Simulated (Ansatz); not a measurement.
Consider the following.

```
CELL_PARAMETERS angstrom
      3.98874     0.00000     0.00000
     -1.99437     3.45435     0.00000
      0.00000     0.00000    19.09986
ATOMIC_POSITIONS crystal
  Zr 0.00000 0.00000 0.50000
  Se 0.33333 0.66667 0.57816
  Se 0.66667 0.33333 0.42184
```

Computed with PBE with spin-orbit coupling, rigid bands (plane waves, PAW; Ansatz, a program for electronic structure). Condition of this run: biaxial strain +5 % with spin-orbit coupling. How the cell was made: cell and atoms relaxed with PBE, then loaded as said.

Task: What conductivity effective mass do dilute holes have at 300 K?

Result: 0.21 mₑ.

Task: What conductivity effective mass do dilute electrons have at 300 K?

Result: 0.58 mₑ.

Task: And the band gap?

Result: 0.86 eV at this level; semilocal functionals usually fall short of the measured gap.

Rigid bands, one relaxation time for all states, no polarons.

Model free-standing layer, not matched to a measured one here: monolayer ZrSe2.
